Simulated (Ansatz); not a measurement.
Formation energy of the localised charge states of V_Ga+O_N+O_N+O_N in wurtzite GaN (start: the Ga site; N 1.97 Å away; N 1.97 Å away; N 1.97 Å away; 96-site cell, 2×2×2 shifted sampling) against the Fermi level, N-rich (Δμ(Ga) = -0.88 eV, Δμ(N) = 0.00 eV, Δμ(O) = -2.45 eV, bounded by beta Ga2O3; only phases computed here count, gases as isolated molecules at 0 K). Calculation: PBE, PAW (plane waves to 420 eV; Ansatz, a quantum-chemistry and plane-wave program).

Charges with a result: +1, 0, −1. Others weren't obtained, and one of them could lie lower, also by skipping a charge.

Cell and caveats: 96-site cell; 2×2×2 shifted k-points; host gap 1.71 eV; charged states image-corrected; finite-size errors of tenths of an eV; flagged in the runs: a host whose relaxation on this sampling wasn't shown to rest.

Left out: charge −1 (carrier in host band states).

```tsv
E_F − E_VBM (eV)	q = +1	q = 0
0.00	0.62	0.90
0.21	0.84	0.90
0.43	1.05	0.90
0.64	1.26	0.90
0.86	1.48	0.90
1.07	1.69	0.90
1.28	1.90	0.90
1.50	2.12	0.90
1.71	2.33	0.90
```

Crossings of the lowest lines: (+1/0) at 0.27 eV.
